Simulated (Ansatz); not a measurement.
Worked example: self-consistent single point of Na3BrO (P4mm, 5 atoms in the cell) in Ansatz (an electronic-structure program).

Method: PBEsol, default PAW files made with PBE (plane waves; Ansatz).

The change in words: lattice scaled by 0.98; basis.ecutwfc: 420 eV → 460 eV. Reference geometry:
```yaml
crystal:
  lattice:
    - [4.51046, 0.00000, 0.00000]
    - [0.00000, 4.51046, 0.00000]
    - [0.00000, 0.00000, 4.51046]
  atoms:
    - { symbol: Na, position: [0.01108, 0.50000, 0.50000] }
    - { symbol: Na, position: [0.50000, 0.00000, 0.50000] }
    - { symbol: Na, position: [0.50000, 0.50000, 0.00000] }
    - { symbol: Br, position: [0.00000, 0.00000, 0.00000] }
    - { symbol: O, position: [0.50000, 0.50000, 0.50000] }
```

Reference input (self-consistent single point, DFT, PBEsol, plane waves, default PAW files made with PBE): basis.ecutwfc = 420 eV; kpoints.mp_grid.grid = 5 5 5; hamiltonian.xc = pbesol; hamiltonian.pseudopotentials = {kind: paw} (the program's default PAW files); scf.occupations.method = fermi_dirac; scf.occupations.width = 0.02 eV. This run's input differs from it in these lines:

Ansatz 0.2 input:
```diff
@@ -2,5 +2,5 @@
   lattice:
-    - [4.510464, 0.000000, 0.000000]
-    - [0.000000, 4.510464, 0.000000]
-    - [0.000000, 0.000000, 4.510464]
+    - [4.420255, 0.000000, 0.000000]
+    - [0.000000, 4.420255, 0.000000]
+    - [0.000000, 0.000000, 4.420255]
   atoms:
@@ -12,3 +12,3 @@
 basis:
-  ecutwfc: 420.0 eV
+  ecutwfc: 460.0 eV
 kpoints:
```

The program printed (abridged):

```
SCF iter   1: F=—  HF=-7729.234770 eV  |F-HF|=—  |Δ(HF+E_count)|=         —  Δρ=7.41e-3  dr2=3.72e-2  ethr=1.77e-3  ⟨swp⟩=6.5  Hψ=1945  notcnv=0
all-band conjugate gradients solve this SCF's bands
preconditioner: auto → Resta (q_TF=auto, 2.400 Å⁻¹)
SCF iter   2: F=—  HF=-7729.225341 eV  |F-HF|=—  |Δ(HF+E_count)|=   9.43e-3  Δρ=1.96e-3  dr2=3.62e-3  ethr=9.29e-5  ⟨swp⟩=2.0  Hψ=785  notcnv=0  defer=14
SCF iter   3: F=—  HF=-7729.224477 eV  |F-HF|=—  |Δ(HF+E_count)|=   8.63e-4  Δρ=4.28e-4  dr2=1.68e-4  ethr=9.05e-6  ⟨swp⟩=2.6  Hψ=702  notcnv=0  defer=16
SCF iter   4: F=—  HF=-7729.224464 eV  |F-HF|=—  |Δ(HF+E_count)|=   1.38e-5  Δρ=1.44e-4  dr2=1.79e-5  ethr=4.20e-7  ⟨swp⟩=2.4  Hψ=730  notcnv=0  defer=16
SCF iter   5: F=—  HF=-7729.223898 eV  |F-HF|=—  |Δ(HF+E_count)|=   5.66e-4  Δρ=3.18e-5  dr2=1.03e-6  ethr=4.47e-8  ⟨swp⟩=2.4  Hψ=702  notcnv=0  defer=16
SCF iter   6: F=-7729.223898 eV  HF=-7729.223898 eV  |F-HF|=2.72e-8  |Δ(HF+E_count)|=   3.30e-8  Δρ=9.98e-6  dr2=5.39e-8  ethr=2.50e-10  ⟨swp⟩=8.9  Hψ=2196  notcnv=0
SCF 1 converged in 6 iterations: F = -7729.223898 eV  dr2 = 5.39e-8
Free energy (F): -7729.223898 eV
Internal energy: -7729.223898 eV  (E = F + TS)
E sigma→0 (E₀):  -7729.223898 eV
Fermi energy:    5.312073 eV
--- Forces (eV/Å), atoms counted from 1 ---
  atom   1  Na    -0.39188679     0.00000000     0.00000000
  atom   2  Na     0.05393572    -0.00000000     0.00000000
  atom   3  Na     0.05393572    -0.00000000     0.00000000
  atom   4  Br     0.01165960    -0.00000000     0.00000000
  atom   5  O      0.27233518     0.00000000     0.00000000
--- Stress (GPa, compression-positive) ---
        3.478270       0.000000       0.000000
        0.000000       3.337105       0.000000
        0.000000       0.000000       3.337105
  P = ⅓ Tr σ = 3.3842 GPa (33.842 kbar)
  The stress holds the Pulay correction. Without it, at fixed plane waves, as pw.x and ABINIT print it: P = 3.3458 GPa
```

The run converged in 6 iterations. Against the reference run the free energy goes up by 12.4 meV/atom, the pressure goes from 0.80 to 3.38 GPa, the largest force goes from 0.320 to 0.392 eV/Å and the gap on the mesh goes from 1.997 to 2.188 eV.

The starting cell comes from a database of computed structures (which also holds hypothetical and non-ambient phases and stackings), without a prior relaxation at this level. Its lattice was rescaled by up to half a per cent. One atom was moved a little off its site on purpose. For this run, on top of that: lattice scaled by 0.98. Ansatz's pressure includes its estimate of the finite-basis (Pulay) stress.
